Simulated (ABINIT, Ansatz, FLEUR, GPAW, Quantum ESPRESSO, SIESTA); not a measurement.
One structure in several programs: BaTiO₃ (P4mm, 5 atoms in the cell)

Self-consistent single point.

```yaml
crystal:
  lattice:
    - [3.99000, 0.00000, 0.00000]
    - [0.00000, 3.99000, 0.00000]
    - [0.00000, 0.00000, 4.04000]
  atoms:
    - { symbol: Ba, position: [0.00000, 0.00000, 0.00000] }
    - { symbol: Ti, position: [0.50000, 0.50000, 0.51300] }
    - { symbol: O, position: [0.50000, 0.50000, 0.97700] }
    - { symbol: O, position: [0.00000, 0.50000, 0.48700] }
    - { symbol: O, position: [0.50000, 0.00000, 0.48700] }
```

All programs got the same cell, k-point mesh and kind of occupations (in Ansatz's words: kpoints.mp_grid.grid = 7 7 7; scf.occupations.method = fermi_dirac; scf.occupations.width = 0.05 eV); potentials, basis and cutoffs are each program's usual ones.

```tsv
code	model	pressure (GPa)	largest force (eV/Å)	gap on the mesh (eV)	k-points	cutoff
Quantum ESPRESSO	PBE, GBRV 1.5 ultrasoft (PBE) pseudopotentials	3.70	0.171	1.930	40	50 Ry
Ansatz	PBE, default PAW files	2.26	0.187	1.942	40	420 eV
SIESTA	GGA PBE, numerical atomic orbitals DZP, PseudoDojo PBE standard norm-conserving potentials (rewritten from UPF to PSML)	5.28	0.183	1.836	172	grid 350 Ry
ABINIT	PBE, norm-conserving pseudopotentials (PseudoDojo nc-sr-05 PBE standard)	2.35	0.183	1.958	40	42 Ha
GPAW	PBE, GPAW PAW datasets PBE (gpaw-data 1.0.1)	–	0.114	1.922	40	900 eV
FLEUR	PBE, all-electron FLAPW (FLEUR), scalar-relativistic valence	–	–	1.914	40	Kmax 4.7 1/bohr
```

Size of the force on each atom (eV/Å): Sizes of forces hide their directions.

```
code                Ba1    Ti2     O3     O4     O5
----------------  -----  -----  -----  -----  -----
Quantum ESPRESSO  0.007  0.171  0.085  0.040  0.040
Ansatz            0.008  0.187  0.099  0.048  0.048
SIESTA            0.063  0.183  0.105  0.012  0.012
ABINIT            0.011  0.183  0.104  0.045  0.045
GPAW              0.003  0.114  0.025  0.043  0.043
```

A dash marks a value that a program does not give, or that is left out as unsure.

Gaps are read on the mesh. Another mesh or the band path gives a smaller gap, so these values are not converged in the mesh.

The spread over the programs that give each value: pressure within 3.02 GPa; largest force within 0.073 eV/Å; gap on the mesh within 0.122 eV.

The starting cell has typed, rounded lattice constants, without a prior relaxation at this level. On Ansatz's run: Another mesh or the band path of this cell gives a smaller gap, so this value is not converged in the mesh.

### Question
Why do the programs differ, and what cannot be compared?

### Answer
Differences of this kind can come from the potentials, where these differ, and from what each basis and cutoff leave unconverged. The zero of total energies and Fermi levels follows the potentials and each program's conventions, so they are not compared here. SIESTA uses small atom-centred bases, whose incompleteness enters pressures, forces and empty levels differently from a plane-wave cutoff. FLEUR treats all electrons, but the usual bases taken here (sphere radii, linearisation, local orbitals, empty states) were not tested for convergence, so the values are no reference for the others. Ansatz's pressure is given at a fixed set of plane waves, as the other plane-wave codes print theirs; with its correction for the finite basis it is 2.81 GPa (the shift of 0.54 GPa shows how far the cutoff is from converged). The pressure of GPAW is left out: its cutoff lies under the one at which its stress was checked. The programs reduce the same mesh by symmetry to different extents, which changes the work and not the result. In the pressure, Quantum ESPRESSO (by 1.35) and SIESTA (by 2.92) lie more than 1 GPa from the median of the plane-wave programs.

Left out of this page: CP2K (unsound by tests on forces, stress, charge or solver warnings).

Ansatz is a quantum-chemistry and plane-wave program.

Keys are those of Ansatz 0.2.
